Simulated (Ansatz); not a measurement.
Cost and result by functional for the surface energy of the (320) surface of bcc Ta in its 1x1 cell, outermost plane spacing 0.46 Å in the ideal cut, in Ansatz (plane waves, PAW). Single points on the PBE structure, on one kind of machine; costs are rough ratios of the slab run's core time (references not counted) to the cheapest single point. r2SCAN's cost holds its higher cutoff (500 against 420 eV). Differences are taken against r2SCAN for comparison alone: no measured value is at hand, so the table doesn't rank accuracy.

Model: 23-atom slab, 10.1 Å thick at the start (thin: gaps and levels are the slab's own), 11x4x1 mesh, Fermi-Dirac 0.1 eV, dipole correction, all atoms relaxed; start symmetry kept, larger cells not searched; no spin, no spin-orbit, no U. These notes are the PBE run's.

```json
[
 {"functional": "LDA", "relative cost": "1", "surface energy (J/m²)": "2.81", "less r2SCAN (J/m²)": "0.11"},
 {"functional": "PBEsol", "relative cost": "1", "surface energy (J/m²)": "2.75", "less r2SCAN (J/m²)": "0.04"},
 {"functional": "RPBE", "relative cost": "1", "surface energy (J/m²)": "2.36", "less r2SCAN (J/m²)": "-0.35"},
 {"functional": "r2SCAN", "relative cost": "2", "surface energy (J/m²)": "2.70", "less r2SCAN (J/m²)": "0.00"},
 {"functional": "PBE (the relaxed run's value)", "relative cost": "–", "surface energy (J/m²)": "2.50", "less r2SCAN (J/m²)": "-0.20"}
]
```

The values span 0.45 J/m², while the single points' costs differ by a factor of roughly 2. Differences are of unrounded values.

Ansatz is an electronic-structure program.
